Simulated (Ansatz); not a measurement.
System: GaN (model structure, started from the NiAs type, P6₃/mmc, No. 194, 4 atoms in the cell). Method: HSE06 (Ansatz, a first-principles code, plane waves, PAW).

Run with plane-wave cutoff 520 eV, 12×12×6 k mesh (along the axes of the cell as run), scalar-relativistic PAW data made under PBE.

Cell (relaxed at this level):

```yaml
crystal:
  lattice:
    - [2.95882, 0.00000, 0.00000]
    - [-1.47941, 2.56241, 0.00000]
    - [0.00000, 0.00000, 5.03431]
  atoms:
    - { symbol: Ga, position: [0.00000, 0.00000, 0.00000] }
    - { symbol: Ga, position: [0.00000, 0.00000, 0.50000] }
    - { symbol: N, position: [0.33333, 0.66667, 0.25000] }
    - { symbol: N, position: [0.66667, 0.33333, 0.75000] }
```

**Question.** Estimate the Voigt–Reuss–Hill bulk modulus, Voigt–Reuss–Hill shear modulus (Hill average), Young modulus and Poisson ratio that the calculation returns.

**Answer.** 
- Voigt–Reuss–Hill bulk modulus = 238 GPa
- Voigt–Reuss–Hill shear modulus (Hill average) = 69.3 GPa
- Young modulus = 190 GPa
- Poisson ratio = 0.367

Note: the relaxation could raise the start's symmetry but not lower it, so the cell can be a saddle point.

Elastic constants are with the ions relaxed.

A model structure was made by putting elements into a prototype or built by hand; it is no filed structure, need not be a known phase, and can be a saddle point held by its symmetry.
